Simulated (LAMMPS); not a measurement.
Quenches with several potentials: a melt of C (diamond structure), cooled from 5500 K to 300 K at 1e+14 K/s, at zero pressure.

The levels:
- CH.rebo: classical MD, pair style rebo, file CH.rebo (LAMMPS)
- MEAM SiC.meam: classical MD, pair style meam, file SiC.meam (LAMMPS)
- SiC.gw: classical MD, pair style gw, file SiC.gw (LAMMPS)

| potential | state | density | coordination number | most common C-C-C angle | energy above the crystal | rough cost (ms per atom and simulated ps) |
|---|---|---|---|---|---|---|
| MEAM SiC.meam | glass | 3.40 g/cm³ (one sample) | 5.90 (counted to 2.14 Å) | at the 3° bin centred on 106.5°, after smoothing over three bins (mean of all 101°) | 0.764 eV/atom | 10 to 30 |
| CH.rebo | glass | 2.36 g/cm³ (one sample) | 3.10 (counted to 1.86 Å) | at the 3° bin centred on 115.5°, after smoothing over three bins (mean of all 117°) | 0.438 eV/atom | 3 to 10 |
| SiC.gw | glass | 2.46 g/cm³ (one sample) | 3.94 (counted to 2.26 Å) | at the 3° bin centred on 106.5°, after smoothing over three bins (mean of all 109°) | 0.228 eV/atom | 3 to 10 |

Costs are rough: whole-run CPU time with set-up and analysis, from shared machines, in bands a factor of about three wide.

Caution: the potential MEAM SiC.meam is made for SiC, not for the elements.

Caution: at ambient pressure real C sublimes or decomposes before or as it melts, so this liquid is the model's.

Caution: the potential SiC.gw is made for SiC, not for the elements.

Caution: with SiC.gw the 0 K volume of this crystal is 28 % off the measured one.
